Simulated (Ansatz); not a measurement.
# BeTe: uniaxial strain ε_yy = +3.13 %

Start from BeTe in the zinc blende structure (space group F-43m, No. 216; a = 5.6569 Å). Axes: x, y, z lie along the cube axes.

One thing is altered: the cell is stretched by 3.13 % along y with no lateral relaxation, atoms relaxed at fixed cell.

Level of theory: plane-wave PAW DFT at the r2SCAN level (Ansatz, a program for electronic structure, 500 eV), spin-orbit coupling left out. Settings: 10×10×10 k-points, 0.05 eV Fermi–Dirac smearing.

The volume per atom increases by 0.71 Å³ (22.63 Å³ → 23.34 Å³) and the space group becomes I-4m2 (No. 119) (base: F-43m (No. 216)). The shortest interatomic distance increases by 0.0258 Å, from 2.450 Å to 2.475 Å and the energy goes up by 6.8 meV/atom. The pressure (mean of the normal stresses, compression positive) goes from zero to -1.72 GPa and the band gap shrinks by 0.054 eV, from 2.38 eV to 2.32 eV. The gap character is indirect, Γ → X and the smallest direct gap drops by 0.04 eV (4.04 eV → 4.00 eV). The electron mass changes from 2.1 mₑ along k, 0.25 mₑ across (at X) to 2.5 mₑ along k, 0.26 mₑ across (at X) and the valence-band top at Γ (three highest levels, from the VBM) goes from 0.00, 0.00, 0.00 eV to 0.00, 0.00, -0.18 eV. The valley order (the lowest conduction-band minima on the path, energy above the VBM, named in the base's zone) becomes X along [001] 2.32 eV; X along [010] 2.53 eV; L along [1-1-1] 3.33 eV (base: X along ⟨100⟩ 2.38 eV; L along ⟨111⟩ 3.51 eV) and the stress (xx, yy, zz, yz, xz, xy; compression positive) amounts to (-1.05, -3.05, -1.05, 0.00, 0.00, 0.00) GPa.

Final structure:

```yaml
crystal:
  lattice:
    - [0.00000, 2.91700, 2.82847]
    - [2.82847, 0.00000, 2.82847]
    - [2.82847, 2.91700, 0.00000]
  atoms:
    - { symbol: Te, position: [0.75000, 0.75000, 0.75000] }
    - { symbol: Be, position: [0.00000, 0.00000, 0.00000] }
```

Spin-orbit coupling, missing from the scalar runs, can matter with Te. Effective masses come from finite differences of ±0.01 Å⁻¹. Along k means along the line from Γ to the band edge. Whether these cells are dynamically stable was not tested. k-point labels follow each cell's own Brillouin zone.
